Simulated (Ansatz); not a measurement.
Start from TiAl (space group P4/mmm, No. 123; a = 2.8241 Å, c = 4.0748 Å; relaxed with 0.1 eV smearing). Axes: x, y, z lie along a, b, c of the conventional cell.

Structures relaxed with plane-wave PAW DFT at the PBE level (Ansatz, a program for electronic structure, 420 eV), scalar-relativistic without spin-orbit coupling.

Base:

Simulated powder pattern, Cu Kα1, λ = 1.54056 Å (kinematic, ideal powder, no thermal factors, no anomalous dispersion; the 14 strongest lines at most, above 2 %, up to 2θ = 90°):

```tsv
2θ (°)	I/Imax (%)	hkl
21.79	8.9	(001)
31.66	6.8	(100)
38.76	100	(101)
44.43	17	(002)
45.38	31	(110)
50.88	2.9	(111)
55.57	2.1	(102)
65.38	19	(112)
66.12	9.2	(200)
78.00	11	(103)
79.36	21	(211)
83.17	9.2	(202)
```

After one change:

Simulated powder pattern, Cu Kα1, λ = 1.54056 Å (kinematic, ideal powder, no thermal factors, no anomalous dispersion; the 14 strongest lines at most, above 2 %, up to 2θ = 90°):

| 2θ (°) | I/Imax (%) |
|---|---|
| 21.47 | 9.4 |
| 32.15 | 6.6 |
| 38.99 | 100 |
| 43.75 | 18 |
| 46.11 | 30 |
| 51.40 | 2.8 |
| 55.32 | 2.1 |
| 65.44 | 19 |
| 67.26 | 8.8 |
| 77.18 | 12 |
| 80.57 | 20 |
| 83.75 | 9.2 |

**Question.** Which change produced these results?
(A) biaxial strain −1.50 %, plane normal [001], relaxed out of plane
(B) biaxial strain +1.00 %, plane normal [001], relaxed out of plane
(C) biaxial strain −0.50 %, plane normal [001], relaxed out of plane
(D) biaxial strain +2.50 %, plane normal [001], relaxed out of plane

**Answer.** A, biaxial strain −1.50 %, plane normal [001], relaxed out of plane. Its volume per atom is 16.00 Å³ against 16.25 Å³, and its space group is P4/mmm (No. 123).

Whether these cells are dynamically stable was not tested. The final runs are not spin-polarised.
